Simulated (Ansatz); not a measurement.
BGeCN (model structure, started from the AlSiCN type, R3m, No. 160, 4 atoms in the cell), treated with r²SCAN (plane waves, PAW; Ansatz, a quantum-chemistry and plane-wave program).

Run with plane-wave cutoff 560 eV, 20×20×20 k mesh, Fermi–Dirac smearing 0.05 eV, scalar-relativistic PAW data made under PBE.

Cell (relaxed at this level):

```
CELL_PARAMETERS angstrom
      1.46227     0.84424     4.78856
     -1.46227     0.84424     4.78856
      0.00000    -1.68848     4.78856
ATOMIC_POSITIONS crystal
  B  0.00278 0.00278 0.00278
  N  0.88720 0.88720 0.88720
  Ge 0.49578 0.49578 0.49578
  C  0.36421 0.36421 0.36421
```

Problem. Give the computed band gap and bulk modulus.

Solution. 
- band gap: 0.79 eV (on the SCF k mesh)
- bulk modulus: 249 GPa

Note: the bulk modulus is −V dP/dV from two relaxed cells at ±2 % in volume; the relaxation could raise the start's symmetry but not lower it, so the cell can be a saddle point.

Spin–orbit coupling is not included.

Static lattice: no zero-point or thermal effects.

A model structure was made by putting elements into a prototype or built by hand; it is no filed structure, need not be a known phase, and can be a saddle point held by its symmetry.
